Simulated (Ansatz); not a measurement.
An Ansatz (a quantum-chemistry and plane-wave program) input (plane-wave PAW DFT at the PBEsol level (Ansatz, 420 eV), spin-orbit coupling left out):

Ansatz 0.2 input:
```yaml
crystal:
  lattice:
    - [6.0860989084, 0, 0]
    - [0, 6.0860989084, 0]
    - [0, 0, 6.0860989084]
  atoms:
    - { symbol: Na, position: [0, 0, 0] }
    - { symbol: Sn, position: [0.5, 0.5, 0.5] }
    - { symbol: I, position: [0, 0.5, 0.5] }
    - { symbol: I, position: [0.5, 0.5, 0] }
    - { symbol: I, position: [0.5, 0, 0.5] }
basis: { ecutwfc: 420, ecutrho_ratio: 4, xc_grid: 2, fft_grid_basis: typed }
kpoints: { mp_grid: { grid: [8, 8, 8] } }
hamiltonian:
  xc: pbesol
  dispersion: none
  pseudopotentials: { kind: paw }
scf: { occupations: { method: fermi_dirac, width: 0.05 }, convergence: { dr2_threshold: 0.0000000005 } }
output: { forces: true, stress: true }
checkpoint: { write: state.ck, write_every: 1000 }
```

### Question
Which symmetry and how many k-points will the program report, and about how many plane waves at Γ?

### Answer
Space group Pm-3m (ITA 221) with 48 operations, k-points 35 of 512, and 4385 plane waves at Γ.

Whether these cells are dynamically stable was not tested. All final runs are without spin polarisation. The cell was made from CsSnI3 by this change: Cs → Na; the result is a hypothetical phase, not in the database extracts checked. Many cubic perovskites are stable only at high temperature; tilts and polar distortions were not tested.
